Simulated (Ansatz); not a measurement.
1T (CdI2-type) MgI₂, treated with PBEsol+SOC (Ansatz, a quantum-chemistry and plane-wave program, PAW).

Run with plane-wave cutoff 520 eV, 12×12×6 k mesh (along the axes of the cell as run), Fermi–Dirac smearing 0.01 eV, PAW data made under PBE.

The cell is scaled about its equilibrium volume:

Shape and atoms are relaxed at each volume.

| V (Å³/atom) | P (GPa) | direct gap at Γ (eV) | smallest gap on the k mesh (eV) | c (Å) |
|---|---|---|---|---|
| 33.237 | 0.46 | 3.337 | 3.118 | 6.817 |
| 33.930 | 0.20 | 3.345 | 3.158 | 6.916 |
| 34.622 | 0.01 | 3.333 | 3.170 | 7.024 |
| 35.315 | -0.12 | 3.329 | 3.182 | 7.139 |
| 36.007 | -0.19 | 3.333 | 3.194 | 7.264 |

The fundamental gap (3.16 eV at the equilibrium volume, with added k points) lies elsewhere than Γ–Γ.

Note: the cell comes from a level without a dispersion term, which matters for the spacing of layers, chains or molecules; the bulk modulus comes from volumes at which shape and atoms were relaxed; the cell has widely spaced layers and the level no dispersion term, so their spacing and the moduli can rest on weak binding.
